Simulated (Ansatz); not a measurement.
The starting structures come from a database of crystals and need not be the phases stable at ambient conditions.

Tunnelling through a barrier is set by its complex band structure: the current falls as exp(−2κd) with the smallest κ.

Consider the following.

```xyz
15
Lattice="5.3873 -0.0049 -0.0266 -2.6374 6.1648 -0.1170 1.4308 2.0495 9.4345" Properties=species:S:1:pos:R:3 pbc="T T T"
Tl     0.1788     6.9809     8.9339
Tl     4.0019     1.2285     0.3569
Tl    -1.3706     6.3409     2.9113
Tl     5.5513     1.8685     6.3795
Tl     1.2463     4.0162     2.9610
Tl     2.9345     4.1932     6.3299
C      0.1395     6.0796     5.9554
C      4.0413     2.1298     3.3355
C      1.3749     3.0799    -0.0718
N      1.2119     6.0958     6.5684
N      2.9689     2.1136     2.7224
N      0.3400     3.1888     0.6018
N      3.8407     5.0206     8.6890
N     -0.9757     6.0761     5.4122
N      5.1564     2.1333     3.8787
```

Space group of this cell: P-1. The cell was relaxed by PBE-D3(BJ); by r2SCAN its mean pressure is -1.1 GPa.

Transport runs along the normal of the first two printed cell vectors.

No gap correction and no spin-orbit coupling; mid-gap values are interpolated between computed energies.

### Question
Give the band gap and the smallest decay constant κ at mid-gap that r2SCAN (Ansatz, an electronic-structure program) yields.

### Answer
Gap 1.98 eV on a 6×6×4 mesh; κ = 0.254 1/Å, at (0.167, 0.500) of the in-plane reciprocal vectors. At the zone centre, at the nearest computed energy, the slowest state has κ = 0.28 1/Å.
